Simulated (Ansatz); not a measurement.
## What x(Hf) = 0.25, 8 atoms, C2/m does to Zr

Base system: Zr in the hcp (Mg type) structure (space group P6_3/mmc, No. 194; a = 3.184 Å, c = 5.117 Å).

The other end (x = 1) is Hf in the hcp (Mg type) structure (space group P6_3/mmc, No. 194): 21.61 Å³/atom, gap zero.

One thing is altered: a fraction x = 0.25 of the Zr sites is given to Hf, ordered in a cell of 8 atoms (starting symmetry C2/m) and fully relaxed.

All numbers come from plane-wave PAW DFT at the PBEsol level (Ansatz, a program for electronic structure, 420 eV), scalar-relativistic without spin-orbit coupling. k-mesh 10×10×9 (Γ-centred); smearing 0.05 eV (Fermi–Dirac), for the changed cell.

```json
[
 {"quantity": "density", "base": "6.74 g/cm³", "changed": "8.43 g/cm³", "shift": "+1.69 g/cm³"},
 {"quantity": "shortest interatomic distance", "base": "5.953 bohr", "changed": "5.886 bohr", "shift": "-0.067 bohr"},
 {"quantity": "band gap", "base": "zero", "changed": "zero", "shift": "–"},
 {"quantity": "mixing energy (to 0.01 eV only: unlike meshes or grids)", "base": "–", "changed": "0.00 eV/atom", "shift": "–"},
 {"quantity": "deviation of the volume from the linear (Vegard-type) interpolation", "base": "–", "changed": "0.0 %", "shift": "–"}
]
```

Final structure:

```xyz
8
Lattice="5.0821 -3.1803 0.0000 5.0821 3.1803 0.0000 -5.0758 0.0000 5.5078" Properties=species:S:1:pos:R:3 pbc="T T T"
Zr    -1.2647    -1.5854     4.5871
Zr    -1.2647     1.5854     4.5871
Zr    -1.2569     0.0000     1.8415
Hf     3.8025     0.0000     1.8363
Hf     1.2859     0.0000     3.6715
Zr     6.3453     0.0000     3.6663
Zr     6.3531    -1.5854     0.9207
Zr     6.3531     1.5854     0.9207
```

Cost of the whole job for the changed cell (relaxation, final SCF and bands): roughly 30 core-minutes.

Each cell is one ordered arrangement of few atoms, which overstates ordering effects compared with a random alloy. Stability against distortions was not tested. All final runs are without spin polarisation.
